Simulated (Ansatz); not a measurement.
The cell is made up: elements placed on another compound's structure type, so the phase may be hypothetical.

By PBEsol, the system below comes out a metal.

Input:

```
InPd3N
1.0
    4.16199     0.00000     0.00000
    0.00000     4.16199     0.00000
    0.00000     0.00000     4.16199
In Pd N
1 3 1
Direct
  0.00000   0.00000   0.00000
  0.00000   0.50000   0.50000
  0.50000   0.00000   0.50000
  0.50000   0.50000   0.00000
  0.50000   0.50000   0.50000
```

Space group of this cell: Pm-3m, anti-perovskite. The cell was relaxed by PBE-D3(BJ); by PBEsol its mean pressure is -2.3 GPa.

The current flows along the normal of the first two printed cell vectors. No spin-orbit coupling; the value is a mean over 0.1 eV about the Fermi level.

### Question
Give the ballistic conductance per area that PBEsol in Ansatz (a first-principles code) yields.

### Answer
0.39 × 10¹⁵ S/m² for both spins.
